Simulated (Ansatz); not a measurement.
The parent structure is Hf in the hcp (Mg type) structure (space group P6_3/mmc, No. 194; a = 3.158 Å, c = 5.004 Å; relaxed with 0.1 eV smearing). Axes: x lies along a and z along c of the hexagonal cell.

The change: biaxial strain −4.90 %, plane normal [001], relaxed out of plane (Cartesian); in-plane vectors clamped, the third vector and the atoms free.

Levels (all Ansatz, a first-principles code, PAW): PBEsol (420 eV, spin-orbit coupling left out); PBEsol+SOC (420 eV, with spin-orbit coupling).

The geometry is relaxed with PBEsol.

| Quantity | Result |
|---|---|
| PBEsol pressure | 7.3 GPa |

Q: Predict the pressure from PBEsol+SOC.

A: The pressure falls by 0.4 GPa to 6.9 GPa.

Single points use the geometry relaxed with PBEsol. The spin-orbit shifts are approximate. No phonon test of stability was made. The runs without spin-orbit coupling are not spin-polarised.
